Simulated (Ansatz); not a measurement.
For Ge2Sb2Te5 (P-3m1, No. 164, 9 atoms in the cell; start mp-3534), LDA (Ansatz, an electronic-structure program, plane waves, PAW) gives:

```
Property               Result
-------------------  --------
lattice parameter a   4.177 Å
lattice parameter c  16.885 Å
```

Problem. What does PBE in Ansatz (PAW) give for the same quantities?

Solution. 
- lattice constant a: 4.265 Å (increases by 2.1 %)
- lattice parameter c: 18.049 Å (rises by 6.9 %)

Changes are worked out from the printed values.

Unless a cell is named, each level is at its own relaxed cell (LDA 28.34, PBE 31.59 Å³/atom).

Caveats: the relaxation could not lower the start's symmetry, so the cell can be a saddle point above a distorted one (LDA, PBE). Ansatz's density-functional and Hartree–Fock values are scalar-relativistic unless marked +SOC, with PAW data made under PBE.

A start named mp-… is a Materials Project structure, which need not be a measured phase.
